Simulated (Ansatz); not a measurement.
The starting structures come from a database of crystals and need not be the phases stable at ambient conditions.

By PBEsol, the system below comes out a metal.

Without scattering a metal conducts by its projected Fermi surface.

Input:

```xyz
3
Lattice="4.1973 0.0000 0.0000 0.0000 4.1973 0.0000 2.0986 -2.0986 2.9679" Properties=species:S:1:pos:R:3 pbc="T T T"
Ga     2.0986     0.0000     1.4840
Ga     4.1973     2.0986     1.4840
Pt     0.0000     0.0000     0.0000
```

The cell is taken as given; by PBEsol it stands under a pressure of -1.0 GPa.

The current flows along the normal of the first two printed cell vectors, the (001) plane of the conventional cell. No spin-orbit coupling; the value is a mean over 0.1 eV about the Fermi level.

### Question
Give the ballistic conductance per area that PBEsol (Ansatz, a quantum-chemistry and plane-wave program) yields.

### Answer
0.94 × 10¹⁵ S/m² for both spins.
